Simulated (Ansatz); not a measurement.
System: SrZrO3 (Cmcm, No. 63, 20 atoms in the cell; start mp-3626; a measured phase of this formula has another space group). Method: LDA in Ansatz (plane waves, PAW).

Run with plane-wave cutoff 520 eV, 6×6×4 k mesh (along the axes of the cell as run), Fermi–Dirac smearing 0.01 eV, scalar-relativistic PAW data made under PBE.

Cell (relaxed at this level):

```
CELL_PARAMETERS angstrom
      4.02669    -4.07889     0.00000
      4.02669     4.07889     0.00000
      0.00000     0.00000     8.12376
ATOMIC_POSITIONS crystal
  Sr 0.98712 0.01288 0.75000
  Sr 0.01288 0.98712 0.25000
  Sr 0.49407 0.50593 0.75000
  Sr 0.50593 0.49407 0.25000
  Zr 0.50000 0.00000 0.00000
  Zr 0.50000 0.00000 0.50000
  Zr 0.00000 0.50000 0.00000
  Zr 0.00000 0.50000 0.50000
  O  0.95379 0.44489 0.75000
  O  0.04621 0.55511 0.25000
  O  0.44489 0.95379 0.25000
  O  0.55511 0.04621 0.75000
  O  0.20948 0.79052 0.54787
  O  0.79052 0.20948 0.45213
  O  0.79052 0.20948 0.04787
  O  0.20948 0.79052 0.95213
  O  0.29450 0.29450 0.00000
  O  0.70550 0.70550 0.00000
  O  0.70550 0.70550 0.50000
  O  0.29450 0.29450 0.50000
```

Give the computed band gap.


- band gap: 3.59 eV (on the SCF k mesh)

Note: the relaxation could not lower the start's symmetry, so the cell can be a saddle point above a distorted one.

Spin–orbit coupling is not included.

The computed numbers hold no vibrational or temperature effects.

Computing time: roughly 7 core-minutes.

A start named mp-… is a Materials Project structure, which need not be a measured phase.

Ansatz is a program for electronic structure.
